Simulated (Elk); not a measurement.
Band structure of SmCl2 (P4_2/mnm, 6 atoms in the cell).

```
CELL_PARAMETERS angstrom
      7.03619     0.00000     0.00000
      0.00000     7.03619     0.00000
      0.00000     0.00000     3.50225
ATOMIC_POSITIONS crystal
  Sm 0.00000 0.00000 0.00000
  Sm 0.50000 0.50000 0.50000
  Cl 0.27919 0.27919 0.00000
  Cl 0.72081 0.72081 0.00000
  Cl 0.22081 0.77919 0.50000
  Cl 0.77919 0.22081 0.50000
```
Moments meant for the start (each program seeds them in its own way; μB, in the order of the atoms Sm Sm Cl Cl Cl Cl): 5.0 5.0 0.0 0.0 0.0 0.0.

Method of the run: PBEsol, all-electron FP-LAPW, Elk's shipped species files, default APW+lo basis in Elk.

Settings: xctype = 22; spinpol = true; rgkmax = 7; stype = 3; swidth = 0.00499791 Ha; ngridk = 3 3 6; reducebf = 0.8; rmtscf = 0.99; nempty = 12 per atom.

The starting cell comes from a database of computed structures (which also holds hypothetical and non-ambient phases and stackings), without a prior relaxation at this level. Spin-orbit coupling is off. The magnetic order is the one reached from the typed start; others were not searched systematically. With U or open f shells several self-consistent states can exist. The f electrons are in the valence without U or exact exchange, which can misplace them near the Fermi level. Spin-orbit terms, which matter for f shells, are left out. Values depend on the basis (sphere radii, cutoffs, local orbitals), which need not be converged.

Levels in eV from the Fermi level, bands 35 to 42 of the first spin channel:
```tsv
point	35	36	37	38	39	40	41	42
Γ	-0.22	-0.18	-0.06	-0.06	-0.03	-0.01	1.62	2.28
X	-0.20	-0.20	-0.07	-0.06	0.11	0.11	2.60	2.60
M	-0.21	-0.21	-0.14	-0.14	-0.02	-0.02	2.92	2.92
Z	-0.19	-0.18	-0.14	-0.14	1.31	1.31	2.49	2.49
R	-0.15	-0.15	-0.10	-0.09	0.74	0.74	2.58	2.58
A	-0.18	-0.17	-0.14	-0.14	1.08	1.08	2.28	2.28
```

Bands cross the Fermi level along this path, so the cell is metallic at this level.

The net moment of the cell came out as 12.00 μB.
